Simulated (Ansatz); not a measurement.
The reference is MoTe2 (space group P6_3/mmc, No. 194; layered, stacked along the Cartesian z axis).

```xyz
6
Lattice="3.4966 0.0000 0.0000 -1.7483 3.0282 0.0000 0.0000 0.0000 13.6959" Properties=species:S:1:pos:R:3 pbc="T T T"
Te     1.7483     1.0094     5.2411
Te     0.0000     2.0188    12.0891
Te     0.0000     2.0188     8.4548
Te     1.7483     1.0094     1.6068
Mo     1.7483     1.0094    10.2720
Mo     0.0000     2.0188     3.4240
```

Computed with PBE-D3(BJ) (Ansatz, a quantum-chemistry and plane-wave program, PAW, scalar-relativistic without spin-orbit coupling).

For the base:

```
Quantity                               Result
-------------  ------------------------------
Pressure                             0.00 GPa
Gap character  indirect, Γ → K–Γ (44 % along)
Band gap                              0.60 eV
```

Now apply this change: the cell is scaled by 0.9700 in all directions, atoms relaxed at fixed cell.

Q: What happens to the pressure, largest internal atomic displacement, gap character, energy relative to the base and band gap?

A: The pressure (mean of the normal stresses, compression positive) goes from zero to 6.05 GPa; the largest internal atomic displacement comes out as 0.078 Å; the gap character goes from indirect, Γ → K–Γ (44 % along) to indirect, K–Γ (81 % along) → K–Γ (44 % along); the energy grows by 36 meV/atom; the band gap decreases by 0.33 eV to 0.27 eV.

With Te present, leaving out spin-orbit coupling can change the band edges. The cells carry an imposed strain or load. No phonon test of stability was made. The D3 term's C6 switches between coordination references near this geometry, which can add small steps to energies. A zero or small gap of MoTe2 under isotropic strain −3.00 % can be the functional's error rather than a property of the material.
